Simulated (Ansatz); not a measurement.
Start from Ce in the fcc (Cu type) structure (space group Fm-3m, No. 225; a = 4.664 Å).

Level of theory: r2SCAN (Ansatz, a quantum-chemistry and plane-wave program; PAW; 500 eV plane waves; without spin-orbit coupling).

For the base:

The lattice parameter a comes out as 4.664 Å and the band gap is zero.

One thing is altered: Ba takes the place of Ce on all its sites, then cell and atoms are relaxed.

Q: What does the calculation give for the lattice parameter a and band gap after the change?

A: The lattice parameter a grows by 1.7905 Å, from 4.664 Å to 6.455 Å; the band gap remains zero.

The 4f electrons are in the valence with no U and their state was not checked, so volumes and moments can be off. Stability against distortions was not tested. For Ba in this form, whether it has been made was not checked. Seeded moments were not kept for the base. The final runs are not spin-polarised. This is not the structure that Ba has at room temperature and ambient pressure.
